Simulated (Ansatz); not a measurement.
TiS2 in the CdI2 type structure (space group P-3m1, No. 164; layered, stacked along the Cartesian z axis)

```
TiS2
1.0
    3.36050     0.00000     0.00000
   -1.68025     2.91028     0.00000
    0.00000     0.00000     5.52286
Ti S
1 2
Cartesian
  0.00000   0.00000   0.00000
  0.00000   1.94018   1.42796
  1.68025   0.97009   4.09489
```

Computed with Ansatz (an electronic-structure program) PBE-D3(BJ), no SOC, earlier PAW set. Settings: 16×16×9 k-points, 0.05 eV Fermi–Dirac smearing.

| Property | Result |
|---|---|
| Volume per atom | 18.00 Å³ |
| Density | 3.44 g/cm³ |
| Band gap | zero |
| Total energy | -1436.281 eV/atom (σ→0; compares only within this code and set-up) |

Stability against distortions was not tested. The final runs are not spin-polarised. The zero or small gap of TiS2 can change with the level of theory.
